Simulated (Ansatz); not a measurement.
Abridged Ansatz (an electronic-structure program) output:

```
Pseudopotential: Be, paw, valence charge 2
Crystal: 2 atoms, lattice volume = 28.953 Å³
Basis set: ecut = 420 eV, 537 PW (Γ), exchange–correlation on 48×48×48 points (8 copies of the dense FFT grid, shifted against one another)
Bands: 6, of which v1, the nominal top of the filled ones, is band 2 counted from 1 (1 counted from 0)
Symmetry: 48 space group operations
k-points: 145 of 4096
Functional: x = pbesol(κ = 0.804, μ = 0.12345679012345678), c = pbesol(β = 0.046)
SCF iter   1: F=—  HF=-177.336649 eV  |F-HF|=—  |Δ(HF+E_count)|=         —  Δρ=1.01e-2  dr2=3.61e-2  ethr=3.10e-3  ⟨swp⟩=5.6  Hψ=8003  notcnv=0
SCF iter   2: F=—  HF=-177.323421 eV  |F-HF|=—  |Δ(HF+E_count)|=   1.32e-2  Δρ=4.41e-3  dr2=5.97e-3  ethr=9.01e-4  ⟨swp⟩=1.0  Hψ=2034  notcnv=0
SCF 1 converged in 6 iterations: F = -177.321125 eV  dr2 = 4.37e-13
SCF converged after 6 iterations
Free energy (F): -177.321125 eV
Internal energy: -177.311957 eV  (E = F + TS)
E sigma→0 (E₀):  -177.316541 eV
Entropy (-TS):   -0.009168 eV (-4.584 meV/atom)
Fermi energy:    2.453101 eV
--- Forces (eV/Å), atoms counted from 1 ---
  atom   1  Be     0.00000000    -0.00000000     0.00000000
  atom   2  Be     0.00000000     0.00000000     0.00000000
--- Stress (GPa, compression-positive) ---
       -0.007647      -0.000000      -0.000000
        0.000000      -0.007647       0.000000
        0.000000      -0.000000      -0.007647
  P = ⅓ Tr σ = -0.0076 GPa (-0.076 kbar)
```

Q: What was computed, and what are the main results?

A: Be, 2 atoms in the cell, with DFT with PBEsol, PAW potentials and a 420 eV plane-wave cutoff in Ansatz, no SOC, earlier PAW set. The last SCF converged to F = -177.321125 eV, or -88.6606 eV per atom, at a pressure of -0.01 GPa. The total energy compares only with runs of the same code, potentials and settings.

Stability against distortions was not tested. The cell was made from C by this change: C → Be; the result is a hypothetical phase, not in the database extracts checked.
